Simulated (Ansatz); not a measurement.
Output of an Ansatz run (abridged):

```
WARN ansatz: RAYON_NUM_THREADS=1 ignored (pool sized by the plan → 1); use --threads N
Pseudopotentials: kind: paw
Pseudopotential: Pd, paw, valence charge 18
Crystal: 1 atoms, lattice volume = 14.849 Å³
Basis set: ecut = 420 eV, 283 PW (Γ), exchange–correlation on 40×40×40 points (8 copies of the dense FFT grid, shifted against one another)
Bands: 13, of which v1, the nominal top of the filled ones, is band 9 counted from 1 (8 counted from 0)
Symmetry: 48 space group operations
Space group: Fm-3m (ITA 225), of the structure as read, at distance tolerance 2.5e-5 Å
k-points: 104 of 2744
Initial density: superposition of atomic densities (neutral atoms: chi_scale 0, normalization atom), corrected by the library's trained network
Initial wavefunctions: pseudopotential atomic-orbital guess
Eigensolver: davidson
Functional: x = pbe(κ = 0.804, μ = 0.2195149727645171), c = pbe(β = 0.06672455060314922)
SCF iter   1: F=—  HF=-6972.871418 eV  |F-HF|=—  |Δ(HF+E_count)|=         —  Δρ=3.45e-3  dr2=1.35e-3  ethr=1.77e-3  ⟨swp⟩=5.0  Hψ=7804  notcnv=0
all-band conjugate gradients solve this SCF's bands
preconditioner: auto → none
SCF iter   2: F=—  HF=-6972.871189 eV  |F-HF|=—  |Δ(HF+E_count)|=   2.29e-4  Δρ=1.41e-3  dr2=1.34e-4  ethr=7.50e-6  ⟨swp⟩=1.2  Hψ=2215  notcnv=0
SCF iter   3: F=—  HF=-6972.871279 eV  |F-HF|=—  |Δ(HF+E_count)|=   9.03e-5  Δρ=4.27e-4  dr2=1.26e-5  ethr=7.47e-7  ⟨swp⟩=1.0  Hψ=1352  notcnv=0
SCF iter   4: F=—  HF=-6972.871290 eV  |F-HF|=—  |Δ(HF+E_count)|=   1.13e-5  Δρ=3.83e-5  dr2=1.27e-7  ethr=7.00e-8  ⟨swp⟩=2.7  Hψ=1954  notcnv=0
iter 5 did not close the SCF: its close was put off for the readings that it lacked (scf_convergence_deferred on its scf_iter line)
SCF iter   5: F=-6972.871291 eV  HF=-6972.871291 eV  |F-HF|=2.86e-10  |Δ(HF+E_count)|=   3.29e-8  Δρ=3.73e-6  dr2=6.89e-10  ethr=7.05e-10  ⟨swp⟩=2.9  Hψ=2374  notcnv=0
SCF iter   6: F=-6972.871291 eV  HF=-6972.871291 eV  |F-HF|=1.09e-11  |Δ(HF+E_count)|=  2.52e-10  Δρ=5.04e-7  dr2=8.18e-12  ethr=3.83e-12  ⟨swp⟩=1.0  Hψ=3730  notcnv=0
SCF 1 converged in 6 iterations: F = -6972.871291 eV  dr2 = 8.18e-12
SCF converged after 6 iterations
Free energy (F): -6972.871291 eV
Harris-Foulkes:  -6972.871291 eV  (|F-HF|=1.09e-11)
Internal energy: -6972.801501 eV  (E = F + TS)
E sigma→0 (E₀):  -6972.836396 eV
Entropy (-TS):   -0.069790 eV (-69.790 meV/atom)
Fermi energy:    19.663398 eV
--- Per-component energies (eV) ---
  E_band       = -139.150938
  E_kinetic    = 513.873064
  E_local      = -1758.191298  (includes V_loc(G=0)·N_el)
  E_nonlocal   = 217.137954
  E_hartree    = 714.614753
  E_xc         = -168.821320
  E_vxc        = -211.829455  (∫ρ·V_xc dr)
  E_paw        = -3750.203338  (= ΣΔE_a)
  E_vpaw       = -329.370879  (= ΣTr[D̂ρ^β])
  E_aug_tail   = 0.000249  (compensation charges beyond the density's cutoff)
  E_ewald      = -2741.211565
  E_smearing   = -0.069790  (= −TS)
  E_closure    = -0.000000  (closes the sum)
  Σ components = -6972.871291   (vs F -6972.871291, Δ=0.00e0)
--- Forces (eV/Å), atoms counted from 1 ---
  atom   1  Pd    -0.00000000     0.00000000     0.00000000
  max |Σ_I F_I| component: 2.88e-32 eV/Å
--- Stress (GPa, compression-positive) ---
        6.285368      -0.000000       0.000000
        0.000000       6.285368       0.000000
       -0.000000       0.000000       6.285368
  P = ⅓ Tr σ = 6.2854 GPa (62.854 kbar)
  The stress holds the Pulay correction. Without it, at fixed plane waves, as pw.x and ABINIT print it: P = 6.2186 GPa
--- Band table (eV; the first three rows and the last of 104) ---
  k-point 0: bands = ["-64.4688", "-29.9745", "-29.9745", "-29.9745", "12.5382", "16.8283", "16.8283", "16.8283", "18.4208", "18.4208", "36.6606", "41.3294", "41.3294"]
  k-point 1: bands = ["-64.4662", "-29.9948", "-29.9774", "-29.9774", "12.7225", "16.7643", "16.8913", "16.8913", "18.3911", "18.3911", "36.8477", "40.2174", "41.5403"]
  k-point 2: bands = ["-64.4589", "-30.0514", "-29.9855", "-29.9855", "13.2390", "16.6289", "17.0371", "17.0371", "18.3504", "18.3504", "37.0710", "38.2895", "42.1182"]
  k-point 103: bands = ["-64.3985", "-30.2661", "-30.2150", "-30.1279", "15.2796", "15.8463", "16.7940", "18.4112", "19.9316", "27.5483", "29.4469", "29.9532", "31.2422"]
```

The structure:

```
CELL_PARAMETERS angstrom
      0.00000     1.95084     1.95084
      1.95084     0.00000     1.95084
      1.95084     1.95084     0.00000
ATOMIC_POSITIONS crystal
  Pd 0.00000 0.00000 0.00000
```

Task: Write an input that gives this output.

Result: Other spellings and defaults could give the same log, and not every line can be read from it. The input that was run (DFT, PBE, plane waves, default PAW files):

Ansatz 0.2 input:
```yaml
crystal:
  lattice:
    - [0.000000, 1.950835, 1.950835]
    - [1.950835, 0.000000, 1.950835]
    - [1.950835, 1.950835, 0.000000]
  atoms:
    - { symbol: Pd, position: [0.000000, 0.000000, 0.000000] }
basis:
  ecutwfc: 420.0
kpoints:
  mp_grid: { grid: [14, 14, 14] }
hamiltonian:
  xc: pbe
  pseudopotentials: { kind: paw }
scf:
  occupations: { method: fermi_dirac, width: 0.1 }
output:
  forces: true
  eigenvalues: true
  stress: true
```

The starting cell has typed, rounded lattice constants, without a prior relaxation at this level. Its lattice was rescaled by up to half a per cent. Spin polarisation is off. With a pressure of about 6 GPa the cell is away from its equilibrium volume at this level. Ansatz's pressure includes its estimate of the finite-basis (Pulay) stress.

Ansatz is a quantum-chemistry and plane-wave program.
